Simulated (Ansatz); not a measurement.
**Ga₂O₃ (model structure, started from the A-La2O3 type, P-3m1, No. 164, 5 atoms in the cell)**

Method: r²SCAN in Ansatz (plane waves, PAW).

Run with plane-wave cutoff 560 eV, 12×12×8 k mesh (along the axes of the cell as run), Fermi–Dirac smearing 0.01 eV, scalar-relativistic PAW data made under PBE.

Cell (relaxed at this level):

```
Ga2O3
1.0
    2.99110     0.00000     0.00000
   -1.49555     2.59037     0.00000
    0.00000     0.00000     6.84213
Ga O
2 3
Direct
  0.33333   0.66667   0.20403
  0.66667   0.33333   0.79597
  0.00000   0.00000   0.00000
  0.33333   0.66667   0.69147
  0.66667   0.33333   0.30853
```

For Ga₂O₃ (model structure, started from the A-La2O3 type, P-3m1, No. 164, 5 atoms in the cell), the band gap is 3.12 eV (direct).

Note: the relaxation could raise the start's symmetry but not lower it, so the cell can be a saddle point.

Spin–orbit coupling is not included.

Static lattice: no zero-point or thermal effects.

It cost about 18 core-seconds (a rough figure) of CPU time.

A model structure was made by putting elements into a prototype or built by hand; it is no filed structure, need not be a known phase, and can be a saddle point held by its symmetry.

Ansatz is a program for electronic structure.
